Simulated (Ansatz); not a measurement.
For Mo3Si (Pm-3n), PBEsol, DFPT electron-phonon coupling, linearised Boltzmann equation (Ansatz, a quantum-chemistry and plane-wave program) gives a transport coupling λ_tr = 0.391 and a Drude plasma energy ħω_p = 5.58 eV.

Problem. Estimate the resistivity at 300 K from the high-temperature formula ρ = 2π λ_tr k_B T / (ħ ε₀ ω_p²), and say how the full Boltzmann solution compares.

Solution. The scattering rate is 1/τ = 2π λ_tr k_B T/ħ = 9.65e13 s⁻¹ and ω_p = 8.48e15 s⁻¹, so ρ ≈ 15.2 μΩ·cm. The Boltzmann solution gives 13.7 μΩ·cm, 0.91 times the estimate.

A metal at this level (no band gap). Only scattering by harmonic phonons is included (no impurities, grain boundaries, electron-electron scattering or thermal expansion). Spin-orbit coupling is left out. Halving the electron mesh (20x20x20) moves the resistivity by up to 9 % at 300 K, the coupling by up to 4 %. Smearing 0.20 eV; phonons on a 3x3x3 q mesh, which this run doesn't test.

Formula and space group known from diffraction (Crystallography Open Database), not checked to be the room-temperature form: Mo3Si (Pm-3n).
